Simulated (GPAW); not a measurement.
# GPAW run on TaTi (Cmmm, 2 atoms in the cell): self-consistent single point

Level of theory: PBEsol, GPAW PAW datasets PBEsol (made by gpaw-setup) (plane waves; GPAW).

This input was run:

```python
from ase import Atoms
from ase.units import GPa
from gpaw import GPAW

atoms = Atoms(['Ti', 'Ta'],
              cell=[[1.632875, -2.297495, 0.000000],
                    [1.632875, 2.297495, 0.000000],
                    [0.000000, 0.000000, 4.684130]],
              positions=[[1.632875, 0.000000, 2.342065],
                         [0.000000, 0.000000, 0.000000]],
              pbc=True)

calc = GPAW(mode={'name': 'pw', 'ecut': 850},
            xc='PBEsol',
            kpts={'size': (8, 8, 5), 'gamma': True},
            occupations={'name': 'methfessel-paxton', 'width': 0.136, 'order': 1},
            nbands=-6,
            convergence={'density': 1e-05, 'energy': 1e-05},
            symmetry={'symmorphic': False, 'tolerance': 0.0005},
            maxiter=120,
            txt='-')

atoms.calc = calc

energy = atoms.get_potential_energy()
print('Energy (eV):', round(energy, 6))
forces = atoms.get_forces()
print('Forces (eV/Ang):')
print(forces.round(5))
stress = atoms.get_stress()
print('Stress (GPa, Voigt):', (stress / GPa).round(4))
```

Log, with long lists cut:

```
Input parameters:
  convergence: {density: 1e-05,
                energy: 1e-05}
  kpts: {gamma: True,
         size: (8, 8, 5)}
  maxiter: 120
  mode: {ecut: 850,
         name: pw}
  nbands: -6
  occupations: {name: methfessel-paxton,
                order: 1,
                width: 0.136}
  symmetry: {symmorphic: False,
             tolerance: 0.0005}
  xc: PBEsol

species:
  Ti:
    name: Titanium
    Z: 22.0
    valence: 12
    core: 10
    charge: 0.0
    file: Ti.PBEsol.gz

    # Using partial waves for Ti as LCAO basis

  Ta:
    name: Tantalum
    Z: 73.0
    valence: 13
    core: 60
    charge: 0.0
    file: Ta.PBEsol.gz

    # Using partial waves for Ta as LCAO basis

Reference energy: -447243.887957  # eV

Spin-paired calculation

Convergence criteria:
 Maximum [total energy] change in last 3 cyles: 1e-05 eV / valence electron
 Maximum integral of absolute [dens]ity change: 1e-05 electrons / valence electron
 Maximum integral of absolute [eigenst]ate change: 4e-08 eV^2 / valence electron
 Maximum number of scf [iter]ations: 120

Symmetries present (total): 8
Symmetries with fractional translations: 0
320 k-points: 8 x 8 x 5 Monkhorst-Pack grid + [1/16,1/16,0.000000]
63 k-points in the irreducible part of the Brillouin zone
       k-points in crystal coordinates                weights
   0:     0.00000000    0.00000000    0.00000000          1/320
   1:     0.00000000    0.00000000    0.20000000          2/320
   2:     0.00000000    0.00000000    0.40000000          2/320
   [... 7 lines left out ...]
          ...
  62:     0.50000000    0.50000000    0.40000000          2/320

Wave functions: Plane wave expansion
  Cutoff energy: 850.000 eV
  Number of coefficients (min, max): 1951, 1998
  Pulay-stress correction: 0.000000 eV/Ang^3 (de/decut=0.000000)

Occupation numbers: Methfessel-Paxton:
  width: 0.1360  # eV
  order: 1

Eigensolver

Densities:
  Coarse grid: 20*20*32 grid
  Fine grid: 40*40*64 grid
  Total Charge: 0.000000

Density mixing:
  Method: separate
  Backend: pulay
  Linear mixing parameter: 0.05
  old densities: 5
  Damping of long wavelength oscillations: 50

Hamiltonian:
  XC and Coulomb potentials evaluated on a 40*40*64 grid
  External potential:
    NoExternalPotential

XC parameters: PBEsol with 2 nearest neighbor stencil

Number of atoms: 2
Number of atomic orbitals: 26
Number of bands in calculation: 18
Number of valence electrons: 25
Bands to converge: occupied

Density initialized from atomic densities
  18 bands from LCAO basis set

Atomic positions and initial magnetic moments

Positions:
   0 Ti     1.632875    0.000000    2.342065    ( 0.0000,  0.0000,  0.0000)
   1 Ta     0.000000    0.000000    0.000000    ( 0.0000,  0.0000,  0.0000)

Unit cell:
           periodic     x           y           z      points  spacing
  1. axis:    yes    1.632875   -2.297495    0.000000    20     0.1331
  2. axis:    yes    1.632875    2.297495    0.000000    20     0.1331
  3. axis:    yes    0.000000    0.000000    4.684130    32     0.1464

  Lengths:   2.818646   2.818646   4.684130
  Angles:   90.000000  90.000000 109.195682

Effective grid spacing dv^(1/3) = 0.1400

     iter     time        total  log10-change:
                         energy   eigst   dens
iter:   1 --:--:--   -18.023160
iter:   2 --:--:--   -17.976215   -1.23  -1.38
iter:   3 --:--:--   -17.682273   -0.85  -1.39
iter:   4 --:--:--   -17.661792   -1.96  -1.84
iter:   5 --:--:--   -17.809771   -1.10  -1.90
iter:   6 --:--:--   -17.712098   -2.21  -1.86
iter:   7 --:--:--   -17.674350   -1.80  -2.06
iter:   8 --:--:--   -17.676489   -2.30  -2.60
iter:   9 --:--:--   -17.675320   -3.20  -2.65
iter:  10 --:--:--   -17.674845   -4.25  -2.98
iter:  11 --:--:--   -17.674822   -4.28  -3.32
iter:  12 --:--:--   -17.674814c  -5.25  -3.52
iter:  13 --:--:--   -17.674807c  -6.19  -3.56
iter:  14 --:--:--   -17.674801c  -5.37  -3.66
iter:  15 --:--:--   -17.674884c  -4.54  -3.72
iter:  16 --:--:--   -17.674846c  -4.18  -3.46
iter:  17 --:--:--   -17.674813c  -5.52  -3.54
iter:  18 --:--:--   -17.674813c  -5.62  -4.31
iter:  19 --:--:--   -17.674812c  -7.20  -4.42
iter:  20 --:--:--   -17.674812c  -8.10c -4.91
iter:  21 --:--:--   -17.674812c  -8.31c -4.94
iter:  22 --:--:--   -17.674812c  -8.01c -4.98
iter:  23 --:--:--   -17.674812c  -7.84c -5.01c

Converged after 23 iterations.

Dipole moment: (-0.000000, 0.000000, -0.000000) |e|*Ang

Energy contributions relative to reference atoms: (reference = -447243.887957)

Kinetic:         +9.466719
Potential:       -9.894909
External:        +0.000000
XC:             -16.989630
Entropy (-ST):   -0.006065
Local:           -0.252948
SIC:             +0.000000
--------------------------
Free energy:    -17.676833
Extrapolated:   -17.674812

Showing only first 2 kpts
 Kpt  Band  Eigenvalues  Occupancy
  0    10      8.94518    2.00000
  0    11     10.81088   -0.00000
  0    12     10.86696   -0.00000
  0    13     11.03205   -0.00000

  1    10      9.06361    2.00000
  1    11     10.53735   -0.00000
  1    12     10.63504   -0.00000
  1    13     10.78620   -0.00000

Fermi level: 10.02255

No gap
No difference between direct/indirect transitions
Energy (eV): -17.674812

Forces in eV/Ang:
  0 Ti    0.00000    0.00000    0.00000
  1 Ta   -0.00000    0.00000    0.00000

Stress tensor:
     0.027136     0.000000     0.000000
     0.000000     0.022486     0.000000
     0.000000     0.000000     0.034319
Stress (GPa, Voigt): [4.3476 3.6026 5.4985 0.     0.     0.    ]
```

The run converged in 23 iterations. GPAW prints stress with tension positive.

The starting cell comes from a database of computed structures (which also holds hypothetical and non-ambient phases and stackings), without a prior relaxation at this level. Spin-orbit coupling is off. Spin polarisation is off. With a pressure of about -4 GPa the cell is away from its equilibrium volume at this level.

Cost on one core of a shared machine: roughly 60 s.
